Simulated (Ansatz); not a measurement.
Ansatz (a quantum-chemistry and plane-wave program) run on HfNb2VC4 (R3m, 8 atoms in the cell): zone-centre phonon calculation.

Level of theory: LDA (PW92), default PAW files made with PBE (plane waves; Ansatz).

```
CELL_PARAMETERS angstrom
      1.58638     0.91590    10.31807
     -1.58638     0.91590    10.31807
      0.00000    -1.83179    10.31807
ATOMIC_POSITIONS crystal
  Hf 0.00301 0.00301 0.00301
  Nb 0.49703 0.49703 0.49703
  Nb 0.24868 0.24868 0.24868
  V  0.75167 0.75167 0.75167
  C  0.87318 0.87318 0.87318
  C  0.62475 0.62475 0.62475
  C  0.38028 0.38028 0.38028
  C  0.12140 0.12140 0.12140
```

Reference input (self-consistent single point, DFT, PBEsol, plane waves, default PAW files made with PBE): basis.ecutwfc = 420 eV; kpoints.mp_grid.grid = 10 10 10; hamiltonian.xc = pbesol; hamiltonian.pseudopotentials = {kind: paw} (the program's default PAW files); scf.occupations.method = cold; scf.occupations.width = 0.05 eV. This run's input differs from it in these lines:

Ansatz 0.2 input:
```diff
@@ -19,5 +19,5 @@
   mp_grid:
-    grid: [10, 10, 10]
+    grid: [6, 6, 6]
 hamiltonian:
-  xc: pbesol
+  xc: lda
   pseudopotentials:
@@ -28,6 +28,4 @@
     width: 0.05 eV
-output:
-  forces: true
-  eigenvalues: true
-  stress: true
+phonons:
+  method: dfpt
```

Output (repeated stretches shortened):

```
SCF iter   1: F=—  HF=-28199.480255 eV  |F-HF|=—  |Δ(HF+E_count)|=         —  Δρ=7.58e-3  dr2=2.43e-1  ethr=1.77e-3  ⟨swp⟩=4.9  Hψ=10954  notcnv=0
all-band conjugate gradients solve this SCF's bands
preconditioner: auto → Resta (q_TF=auto, 2.681 Å⁻¹)
SCF iter   2: F=—  HF=-28199.465500 eV  |F-HF|=—  |Δ(HF+E_count)|=   1.48e-2  S|Δr|=    0.00e0  Δρ=3.77e-3  dr2=3.04e-2  ethr=3.00e-4  ⟨swp⟩=1.3  Hψ=3920  notcnv=0  defer=6
   [... lines left out ...]
SCF iter  10: F=—  HF=-28199.462767 eV  |F-HF|=—  |Δ(HF+E_count)|=  6.37e-10  S|Δr|=    0.00e0  Δρ=2.69e-7  dr2=7.42e-11  ethr=3.30e-12  ⟨swp⟩=2.0  Hψ=4817  notcnv=0  defer=115
SCF iter  11: F=—  HF=-28199.462767 eV  |F-HF|=—  |Δ(HF+E_count)|=  3.64e-12  S|Δr|=    0.00e0  Δρ=9.02e-8  dr2=1.11e-11  ethr=1.00e-12  ⟨swp⟩=9.5  Hψ=16349  notcnv=0
SCF iter  12: F=-28199.462767 eV  HF=-28199.462767 eV  |F-HF|=1.46e-11  |Δ(HF+E_count)|=  3.64e-12  S|Δr|=    0.00e0  Δρ=2.57e-8  dr2=1.01e-12  ethr=1.00e-12  ⟨swp⟩=5.0  Hψ=13612  notcnv=0
SCF 1 converged in 12 iterations: F = -28199.462767 eV  dr2 = 1.01e-12
DFPT response loops at Γ: preconditioner auto → Kerker (q_TF=auto, 2.681 Å⁻¹) (partly filled bands, converged f_vac=0.000) …
Stability not checked (fill_not_monotonic)
Free energy (F): -28199.462767 eV
Internal energy: -28199.464165 eV  (E = F + TS)
E sigma→0 (E₀):  -28199.463233 eV
Entropy (-TS):   0.001399 eV (0.175 meV/atom)
Fermi energy:    18.001974 eV
   [... lines left out ...]
  ASR residual per site (eV/Å²): 5.90e-5 1.75e-5 1.78e-5 2.03e-5 1.20e-5 3.45e-5 4.78e-5 1.23e-6
  Γ frequencies (cm⁻¹): 0.00 0.00 0.00 104.76 104.76 122.72 122.72 140.71 140.71 161.52 226.40 279.45 472.94 482.97 482.97 495.57 495.57 521.02 521.02 553.84 553.84 579.57 584.66 658.75
  non-analytic LO–TO correction: not included (Born effective charges unavailable; polar crystals: no LO–TO splitting at Γ)
```

The run converged in 12 iterations. 

Summary of the result:
```
Property                                                                                                                                                             Value
--------------------------------------------------------  ----------------------------------------------------------------------------------------------------------------
Free energy E − TS (on the zero of these files)                                                                                                             -28199.4628 eV
Fermi level (on the code's own zero)                                                                                                                              18.00 eV
Zone-centre frequencies (cm⁻¹; negative means imaginary)  0, 0, 0, 105, 105, 123, 123, 141, 141, 162, 226, 279, 473, 483, 483, 496, 496, 521, 521, 554, 554, 580, 585, 659
```

The starting cell comes from a database of computed structures (which also holds hypothetical and non-ambient phases and stackings), without a prior relaxation at this level. Its lattice was rescaled by a random factor within 2.5 % of one. Spin polarisation is off.

Cost on one core of a shared machine: roughly 20 min.
